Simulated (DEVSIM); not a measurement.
Structure: illuminated Si n-on-p cell, one wavelength, at 300 K.

| layer (left to right) | material | thickness (μm) | Nd (cm⁻³) | Na (cm⁻³) | τn (s) | τp (s) | absorption coefficient (cm⁻¹) |
|---|---|---|---|---|---|---|---|
| 1 | Si | 0.740 | 5.6e17 | - | 0.0002 | 2.1e-5 | 510 |
| 2 | Si | 31.0 | - | 1.8e14 | 0.0005 | 0.0005 | 510 |

Left contact: ohmic, minority hole recombination velocity 4e5 cm/s. Right contact: ohmic, minority electron recombination velocity 4e6 cm/s. Voltage is applied to the left contact. Recombination: SRH at mid-gap, radiative, Auger. Gap narrowing is on: ΔEg = 6.92 meV × (l + √(l² + 0.5)), l = ln(N/1.3e17 cm⁻³), shared equally by both band edges. Light enters at the left, 5.6e17 photons cm⁻² s⁻¹, one pass, no reflection. Mobility is constant in doping.

Constants are typed, rounded textbook-type inputs, not results; the design itself was drawn at random and stands for no fabricated device. Values at 300 K.

| parameter | Si |
|---|---|
| gap (eV) | 1.124 |
| affinity (eV) | 4.05 |
| permittivity | 11.7 |
| Nc (cm⁻³) | 2.86e19 |
| Nv (cm⁻³) | 3.1e19 |
| μn (cm²/Vs) | 1417 |
| μp (cm²/Vs) | 470 |
| B (cm³/s) | 4.7e-15 |
| Cn (cm⁶/s) | 2.8e-31 |
| Cp (cm⁶/s) | 9.9e-32 |

Model (solved in DEVSIM): 1D drift-diffusion, Boltzmann statistics, complete ionisation; no tunnelling, impact ionisation, image-force lowering or self-heating.

Q: Tabulate band edges, carrier densities and field at zero bias, in the dark.

A: Energies count from the Fermi level of the right contact; mesh points crowd at the junctions.

| x (μm) | Ec (eV) | Ev (eV) | n (cm⁻³) | p (cm⁻³) | field (V/cm) |
|---|---|---|---|---|---|
| 0.000 | 0.102 | -1.001 | 5.6e17 | 470 | ≈ 0 |
| 0.02943 | 0.102 | -1.001 | 5.6e17 | 470 | ≈ 0 |
| 0.09249 | 0.102 | -1.001 | 5.6e17 | 470 | ≈ 0 |
| 0.2277 | 0.102 | -1.001 | 5.6e17 | 470 | ≈ 0 |
| 0.5423 | 0.102 | -1.001 | 5.6e17 | 470 | ≈ 0 |
| 0.6615 | 0.102 | -1.001 | 5.6e17 | 470 | ≈ 0 |
| 0.7171 | 0.102 | -1.001 | 5.5e17 | 480 | 770 |
| 0.7521 | 0.167 | -0.957 | 4.4e16 | 2600 | 20000 |
| 0.7976 | 0.223 | -0.901 | 5.2e15 | 23000 | 8500 |
| 0.9004 | 0.290 | -0.834 | 3.9e14 | 300000 | 5500 |
| 1.133 | 0.406 | -0.718 | 4.4e12 | 2.7e7 | 4600 |
| 1.969 | 0.693 | -0.430 | 6.5e7 | 1.8e12 | 2300 |
| 3.547 | 0.811 | -0.313 | 690000 | 1.7e14 | 46 |
| 7.112 | 0.812 | -0.312 | 650000 | 1.8e14 | ≈ 0 |
| 19.10 | 0.812 | -0.312 | 650000 | 1.8e14 | ≈ 0 |
| 26.16 | 0.812 | -0.312 | 650000 | 1.8e14 | ≈ 0 |
| 29.28 | 0.812 | -0.312 | 650000 | 1.8e14 | ≈ 0 |
| 30.67 | 0.812 | -0.312 | 650000 | 1.8e14 | ≈ 0 |
| 31.40 | 0.812 | -0.312 | 650000 | 1.8e14 | ≈ 0 |
| 31.60 | 0.812 | -0.312 | 650000 | 1.8e14 | ≈ 0 |
| 31.69 | 0.812 | -0.312 | 650000 | 1.8e14 | ≈ 0 |
| 31.74 | 0.812 | -0.312 | 650000 | 1.8e14 | ≈ 0 |
